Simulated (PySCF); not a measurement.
PySCF 2.14.0, WB97X/def2-svp: Al(Cl)(NCO)(OMe) (C[O][Al]([Cl])[N]=C=O), 10 atoms. The geometry is a generated start, not checked to be a minimum at this level.

```json
{
  "task": "energy and gradient",
  "method": "wb97x",
  "basis": "def2-svp",
  "mol.max_memory": "7000 MB",
  "mf.init_guess": "minao (default)",
  "mf.DIIS": "CDIIS (default)",
  "mf.diis_space": "8 (default)",
  "mf.conv_tol": "1e-09 (default)",
  "mf.grids.level": "3 (default)",
  "basis functions (reference run)": "121",
  "grid points (reference run)": "137792"
}
```

```xyz
10

Al     0.7416     0.9634     0.0972
Cl     2.2366     2.2476    -0.3111
N     -0.3753     1.3410     1.4460
C     -1.2290     1.5746     2.2452
O     -2.0523     1.8077     3.0229
O      0.5002    -0.4140    -0.7588
C      0.1180    -1.6379    -1.3223
H     -0.2178    -1.4820    -2.3492
H      0.9719    -2.3178    -1.3257
H     -0.6939    -2.0826    -0.7441
```
Charge 0, spin multiplicity 1.

The reference run uses exact four-centre integrals. One run each, on a shared machine, so no times are given.

Settings tried, all else as in the reference:
- density fitting of J alone, exact K
- density fitting, auxbasis = autoaux
- density fitting, auxbasis = def2-universal-jfit
- density fitting

Task: Sort the settings: which keep to the reference within 1.0 meV/atom in energy, 10 meV/Å in forces (largest component), and which don't?

Result: Within it: density fitting; density fitting, auxbasis = autoaux; density fitting of J alone, exact K. Outside: density fitting, auxbasis = def2-universal-jfit.

```tsv
setting	energy against the reference	difference in forces (largest component)
density fitting	−0.11 meV/atom	0.48 meV/Å
density fitting, auxbasis = autoaux	+0.13 meV/atom	0.91 meV/Å
density fitting of J alone, exact K	−0.26 meV/atom	0.37 meV/Å
density fitting, auxbasis = def2-universal-jfit	+1300 meV/atom	370 meV/Å
```

Total energies are compared; such shifts often cancel in part in energy differences. def2-universal-jfit is made for Coulomb alone and misses functions that exchange needs. Also tried and not ranked: density fitting, auxbasis = def2-universal-jkfit (same energy as a listed run); COSX exchange (sgx_fit, pjs) with fitted J, mf.with_df.grids_level_i = 1, mf.with_df.grids_level_f = 1 (gradient came out as NaN); COSX exchange (sgx_fit, pjs) with fitted J, mf.with_df.grids_level_i = 1, mf.with_df.grids_level_f = 2 (default) (gradient came out as NaN); COSX exchange (sgx_fit, pjs) with fitted J, mf.with_df.grids_level_i = 1, mf.with_df.grids_level_f = 3 (gradient came out as NaN); COSX exchange (sgx_fit, pjs) with fitted J, mf.with_df.grids_level_i = 1, mf.with_df.grids_level_f = 4 (gradient came out as NaN). The tolerance is a choice made for this comparison.
